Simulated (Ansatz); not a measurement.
# Several settings converged on a (110) slab of CsH (cut from a parent of space group no. 221; 8 atoms in the cell)

```xyz
8
Lattice="3.7993 0.0000 0.0000 0.0000 5.3730 0.0000 0.0000 0.0000 22.0596" Properties=species:S:1:pos:R:3 pbc="T T T"
Cs     0.0000     1.3433     7.0000
H      1.8997     4.0298     7.0000
Cs     0.0000     4.0298     9.6866
H      1.8997     1.3433     9.6866
Cs     0.0000     1.3433    12.3731
H      1.8997     4.0298    12.3731
Cs     0.0000     4.0298    15.0596
H      1.8997     1.3433    15.0596
```

Base method: LDA (PW92), default PAW files made with PBE (plane waves; Ansatz, an electronic-structure program).

Base settings: basis.ecutwfc = 420 eV; kpoints.mp_grid.grid = 6 4 1; hamiltonian.xc = lda; hamiltonian.pseudopotentials = {kind: paw} (the program's default PAW files); scf.occupations.method = fermi_dirac; scf.occupations.width = 0.05 eV.

The count of work is k-points × plane waves × bands × iterations; it is no time. Core times come from one kind of shared machine, to one figure; runs under 30 s give none.

**The k-point mesh**

Only quantities that move along the ladder and can be compared are tabulated.

| kpoints.mp_grid.grid | free energy less the last step's (meV/atom) | largest difference of a force vector from the last step's (eV/Å) | gap on the mesh (eV) | count of work / last | core time / last (rough) |
|---|---|---|---|---|---|
| 2 1 1 | 24.97 | 0.055 | 2.331 | 0.032 | – |
| 2 2 1 | 34.55 | 0.052 | 2.248 | 0.063 | – |
| 3 2 1 | 6.55 | 0.011 | 2.591 | 0.063 | – |
| 4 3 1 | 0.29 | 0.002 | 2.323 | 0.095 | – |
| 5 4 1 | 0.02 | 0.001 | 2.435 | 0.14 | – |
| 6 4 1 | 0.11 | 0.000 | 2.274 | 0.19 | – |
| 6 5 1 | 0.01 | 0.000 | 2.255 | 0.19 | – |
| 8 5 1 | 0.01 | 0.000 | 2.255 | 0.24 | – |
| 9 6 1 | 0.00 | 0.000 | 2.328 | 0.32 | – |
| 10 7 1 | 0.00 | 0.000 | 2.240 | 0.38 | – |
| 12 9 1 | 0.00 | 0.000 | 2.238 | 0.56 | 0.9 |
| 14 10 1 | 0.00 | 0.000 | 2.255 | 0.76 | 1 |
| 16 12 1 | 0.00 | 0.000 | 2.244 | 1.0 | 1 |

Coarsest kpoints.mp_grid.grid that holds the forces within 0.005 eV/Å of the last step, with all finer ones: 4 3 1, at 0.095 of the last step's count of work; the step before is off by 0.011 eV/Å.

Coarsest kpoints.mp_grid.grid that holds the free energy within 0.5 meV/atom of the last step, with all finer ones: 4 3 1, at 0.095 of the last step's count of work; the step before is off by 6.5 meV/atom.

The gap on the mesh jumps up and down from mesh to mesh; it is no smooth measure of convergence.

**The depth of the slab**

On a (110) slab of CsH (cut from a parent of space group no. 221; 2 atoms in the cell), and deeper slabs.

Surface energy = (E_slab − N e_bulk)/2A, with e_bulk from the bulk crystal on its finest mesh (165 k-points); errors per atom of slab and bulk, whose meshes differ, grow with N.

The mesh stays at the base's, so the ladder's end is converged at best in this setting alone.

Only quantities that move along the ladder and can be compared are tabulated.

| atoms | unrelaxed surface energy (J/m²) | gap on the mesh (eV) | count of work / last |
|---|---|---|---|
| 2 | 0.304 | 1.654 | 0.034 |
| 4 | 0.266 | 2.363 | 0.064 |
| 6 | 0.271 | 2.064 | 0.11 |
| 8 | 0.270 | 2.274 | 0.20 |
| 10 | 0.271 | 2.155 | 0.27 |
| 12 | 0.271 | 2.247 | 0.37 |
| 14 | 0.271 | 2.190 | 0.47 |
| 18 | 0.271 | 2.208 | 0.71 |
| 22 | 0.271 | 2.220 | 1.0 |

Smallest size that holds the gap on the mesh within 0.1 eV of the last step, with all finer ones: 8, at 0.20 of the last step's count of work; the step before is off by 0.16 eV.

Smallest size that holds the unrelaxed surface energy within 0.01 J/m² of the last step, with all finer ones: 4, at 0.064 of the last step's count of work; the step before is off by 0.033 J/m².

On the base run: the starting cell comes from a database of computed structures (which also holds hypothetical and non-ambient phases and stackings), without a prior relaxation at this level. The slab is cut from that crystal, and its faces are unrelaxed. Its lattice was rescaled by up to half a per cent.

Keys are those of Ansatz 0.2.
